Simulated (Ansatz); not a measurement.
Ti3Al (P-6m2, No. 187, 4 atoms in the cell; start mp-1217072; a measured phase of this formula has another space group), treated with r²SCAN (plane waves, PAW; Ansatz, a program for electronic structure).

Run with plane-wave cutoff 560 eV, 24×24×6 k mesh (along the axes of the cell as run), Fermi–Dirac smearing 0.05 eV, no spin polarisation, scalar-relativistic PAW data made under PBE.

Cell (relaxed at this level):

```cif
data_AlTi3
_chemical_formula_sum 'Ti3 Al1'
_space_group_name_H-M_alt 'P 1'
_space_group_IT_number 1
_cell_length_a 2.92186
_cell_length_b 2.92186
_cell_length_c 9.20050
_cell_angle_alpha 90.000
_cell_angle_beta 90.000
_cell_angle_gamma 120.000
loop_
_space_group_symop_operation_xyz
  'x, y, z'
loop_
_atom_site_label
_atom_site_type_symbol
_atom_site_fract_x
_atom_site_fract_y
_atom_site_fract_z
_atom_site_occupancy
Ti1 Ti 0.66667 0.33333 0.00000 1
Ti2 Ti 0.33333 0.66667 0.75041 1
Ti3 Ti 0.33333 0.66667 0.24959 1
Al1 Al 0.66667 0.33333 0.50000 1
```

### Question
Estimate the bulk modulus that the calculation returns.

### Answer

- bulk modulus: 117 GPa

Note: the run has no spin polarisation, so it can have missed a magnetic state; the bulk modulus is −V dP/dV from two relaxed cells at ±2 % in volume; the relaxation could not lower the start's symmetry, so the cell can be a saddle point above a distorted one.

The computed numbers hold no vibrational or temperature effects.

A start named mp-… is a Materials Project structure, which need not be a measured phase.
